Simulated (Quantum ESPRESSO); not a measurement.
A self-consistent single point of Si3Au10 (I-43m, 26 atoms in the cell) with Quantum ESPRESSO.

Computed with PBEsol, GBRV 1.5 ultrasoft (PBESOL) pseudopotentials (plane waves; Quantum ESPRESSO).

```yaml
crystal:
  lattice:
    - [-4.98932, 4.98932, 4.98932]
    - [4.98932, -4.98932, 4.98932]
    - [4.98932, 4.98932, -4.98932]
  atoms:
    - { symbol: Si, position: [0.69738, 0.69738, 0.00000] }
    - { symbol: Si, position: [0.30262, 0.30262, 0.00000] }
    - { symbol: Si, position: [0.00000, 0.69738, 0.69738] }
    - { symbol: Si, position: [0.00000, 0.30262, 0.30262] }
    - { symbol: Si, position: [0.69738, 0.00000, 0.69738] }
    - { symbol: Si, position: [0.30262, 0.00000, 0.30262] }
    - { symbol: Au, position: [0.60540, 0.29344, 0.60540] }
    - { symbol: Au, position: [0.70656, 0.31196, 0.31196] }
    - { symbol: Au, position: [0.68804, 0.00000, 0.39460] }
    - { symbol: Au, position: [0.00000, 0.39460, 0.68804] }
    - { symbol: Au, position: [0.39460, 0.00000, 0.68804] }
    - { symbol: Au, position: [0.29344, 0.60540, 0.60540] }
    - { symbol: Au, position: [0.31196, 0.70656, 0.31196] }
    - { symbol: Au, position: [0.00000, 0.68804, 0.39460] }
    - { symbol: Au, position: [0.60540, 0.60540, 0.29344] }
    - { symbol: Au, position: [0.39460, 0.68804, 0.00000] }
    - { symbol: Au, position: [0.68804, 0.39460, 0.00000] }
    - { symbol: Au, position: [0.31196, 0.31196, 0.70656] }
    - { symbol: Au, position: [0.69288, 0.69288, 0.69288] }
    - { symbol: Au, position: [0.30712, 0.00000, 0.00000] }
    - { symbol: Au, position: [0.00000, 0.00000, 0.30712] }
    - { symbol: Au, position: [0.00000, 0.30712, 0.00000] }
    - { symbol: Au, position: [0.32236, 0.32236, 0.32236] }
    - { symbol: Au, position: [0.67764, 0.00000, 0.00000] }
    - { symbol: Au, position: [0.00000, 0.00000, 0.67764] }
    - { symbol: Au, position: [0.00000, 0.67764, 0.00000] }
```

Reference input (self-consistent single point, DFT, PBEsol, plane waves, GBRV 1.5 ultrasoft (PBESOL) pseudopotentials): ecutwfc = 40 Ry; ecutrho = 320 Ry; occupations = smearing; smearing = cold; degauss = 0.0073499 Ry; potentials = {Si: si_pbesol_v1.uspp.F.UPF, Au: au_pbesol_v1.uspp.F.UPF}; K_POINTS = automatic 3 3 3 0 0 0; conv_thr = 1e-10 Ry; mixing_beta = 0.7. This run's input differs from it in these lines:

```diff
@@ -16,3 +16,3 @@
    smearing = 'cold',
-   degauss = 0.0073499,
+   degauss = 0.058799,
 /
```

The program printed (abridged):

```
     Self-consistent Calculation

     iteration #  1     ecut=    40.00 Ry     beta= 0.70

     Threshold (ethr) on eigenvalues was too large:
     Diagonalizing with lowered threshold

     total energy              =   -2350.85176193 Ry
     estimated scf accuracy    <       2.61388964 Ry

     iteration #  2     ecut=    40.00 Ry     beta= 0.70

     total energy              =   -2351.50617403 Ry
     estimated scf accuracy    <       3.39511985 Ry

     iteration #  3     ecut=    40.00 Ry     beta= 0.70

     total energy              =   -2352.09189099 Ry
     estimated scf accuracy    <       0.06708376 Ry

   [... 9 blocks of this kind left out ...]

     iteration # 13     ecut=    40.00 Ry     beta= 0.70

     total energy              =   -2352.12527950 Ry
     estimated scf accuracy    <          1.1E-09 Ry

     iteration # 14     ecut=    40.00 Ry     beta= 0.70
     End of self-consistent calculation

   [... 16 lines left out ...]

   [... 16 lines left out ...]

     the Fermi energy is    11.8250 ev

!    total energy              =   -2352.12527950 Ry
     estimated scf accuracy    <          4.9E-11 Ry
     smearing contrib. (-TS)   =       0.03674931 Ry
     internal energy E=F+TS    =   -2352.16202881 Ry

     convergence has been achieved in  14 iterations

     Forces acting on atoms (cartesian axes, Ry/au):

     atom    1 type  1   force =     0.00000000   -0.00000000    0.00429959
     atom    2 type  1   force =     0.00000000    0.00000000   -0.00429959
     atom    3 type  1   force =     0.00429959    0.00000000    0.00000000
     atom    4 type  1   force =    -0.00429959    0.00000000    0.00000000
   [... lines left out ...]

     Total force =     0.039515     Total SCF correction =     0.000026

          total   stress  (Ry/bohr**3)                   (kbar)     P=     -131.68
  -0.00089514  -0.00000000  -0.00000000         -131.68       -0.00       -0.00
   0.00000000  -0.00089514  -0.00000000            0.00     -131.68       -0.00
  -0.00000000  -0.00000000  -0.00089514           -0.00       -0.00     -131.68

   JOB DONE.
```

The run converged in 14 iterations. Against the reference run the free energy goes up by 10.6 meV/atom, the pressure goes from -12.93 to -13.17 GPa and the largest force goes from 0.212 to 0.282 eV/Å.

The starting cell comes from a database of computed structures (which also holds hypothetical and non-ambient phases and stackings), without a prior relaxation at this level. Its lattice was rescaled by a random factor within 2.5 % of one. With a pressure of about -13 GPa the cell is away from its equilibrium volume at this level.

Cost on one core of a shared machine: roughly 10 min.
